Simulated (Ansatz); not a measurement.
# Ti on a Ru site (surface) in a 3x3 cell of the 1x1 (0001) surface of hcp Ru

Computed with PBE (plane waves to 420 eV, PAW; Ansatz, a quantum-chemistry and plane-wave program).

Set-up: 36 atoms, 6.3 Å thick at the start (thin: gaps and levels are the slab's own); mesh 4x4x1; 0.1 eV smearing; dipole correction on; 9 atoms held, the rest relaxed; held to the start's symmetry, so lower structures may exist; no spin, no spin-orbit, no U.

```json
{
  "formation energy against hcp Ru, hcp Ti": "-32.6 kcal/mol",
  "work_function_of_the_top_face": "4.86 eV",
  "change_of_the_work_function": "-0.14 eV",
  "change_of_the_step_from_the_bottom_to_the_top_vacuum_level_against_the_clean_slab": "-0.15 eV",
  "energy_released_by_relaxation": "0.10 eV",
  "largest_move_of_a_host_atom": "0.12 Å"
}
```
